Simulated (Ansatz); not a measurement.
Band structure of Au3Br (P6_3/mmc, 8 atoms in the cell).

```
CELL_PARAMETERS angstrom
      6.76424     0.00000     0.00000
     -3.38212     5.85800     0.00000
      0.00000     0.00000     4.48343
ATOMIC_POSITIONS crystal
  Au 0.29086 0.14543 0.75000
  Au 0.70914 0.85457 0.25000
  Au 0.14543 0.29086 0.25000
  Au 0.85457 0.70914 0.75000
  Au 0.85457 0.14543 0.75000
  Au 0.14543 0.85457 0.25000
  Br 0.66667 0.33333 0.25000
  Br 0.33333 0.66667 0.75000
```

Method of the run: PBEsol, PAW files made with PBE (plane waves; Ansatz, a first-principles code).

Settings: kpoints.mp_grid.grid = 3 3 4; hamiltonian.xc = pbesol; hamiltonian.pseudopotentials = {kind: paw} (the program's default PAW files); scf.occupations.method = fermi_dirac; scf.occupations.width = 0.1 eV; kpoints.band_path.npoints = 8.

The starting cell comes from a database of computed structures (which also holds hypothetical and non-ambient phases and stackings), without a prior relaxation at this level. Spin-orbit coupling is off. The run gives no clean gap (levels at the Fermi energy touch, overlap or are partly filled at this smearing), which alone does not show that the compound is a metal.

Levels in eV from the Fermi level, bands 61 to 68:
```json
[
 {"point": "Γ", "61": "-1.64", "62": "-1.03", "63": "-0.96", "64": "0.29", "65": "0.29", "66": "1.52", "67": "2.23", "68": "3.01"},
 {"point": "M", "61": "-1.19", "62": "-1.08", "63": "-1.05", "64": "-0.71", "65": "0.20", "66": "0.79", "67": "2.48", "68": "3.09"},
 {"point": "K", "61": "-1.07", "62": "-1.07", "63": "-1.05", "64": "-0.38", "65": "-0.38", "66": "1.44", "67": "1.44", "68": "2.90"},
 {"point": "A", "61": "-1.56", "62": "-1.56", "63": "-1.13", "64": "-1.13", "65": "1.32", "66": "1.32", "67": "1.32", "68": "1.32"},
 {"point": "L", "61": "-1.56", "62": "-1.56", "63": "-0.69", "64": "-0.69", "65": "0.87", "66": "0.87", "67": "1.33", "68": "1.33"},
 {"point": "H", "61": "-1.37", "62": "-1.37", "63": "-0.46", "64": "-0.46", "65": "-0.21", "66": "-0.21", "67": "2.18", "68": "2.18"}
]
```

Bands cross the Fermi level along this path, so the cell is metallic at this level.

Keys are those of Ansatz 0.2.
